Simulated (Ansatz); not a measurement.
Results of PBE (Ansatz, a first-principles code, plane waves, PAW) for cubic perovskite SrVO3.

Settings: plane-wave cutoff 520 eV, 14×14×14 k mesh, Fermi–Dirac smearing 0.05 eV, no spin polarisation, scalar-relativistic PAW data made under PBE.

Computed at the level's own relaxed cell.

Task: What does this level give for the equilibrium volume per atom, bulk modulus, equilibrium lattice constant a and pressure derivative B′ of the bulk modulus?

Result: 
- equilibrium volume per atom: 11.48 Å³/atom
- bulk modulus: 181 GPa
- equilibrium lattice constant a: 3.858 Å
- pressure derivative B′ of the bulk modulus: 4.4

The run finds no gap.

Measured, for comparison: equilibrium volume per atom 11.34 Å³/atom, lattice constant a 3.842 Å (temperature not stated, not corrected to a static lattice; as tabulated in Marks et al. (2021), arXiv:2103.05797). Computed (rounded) less measured: equilibrium volume per atom +1.2 %, lattice constant a +0.4 %.

Computing time: about 2.3 core-minutes (a rough figure).
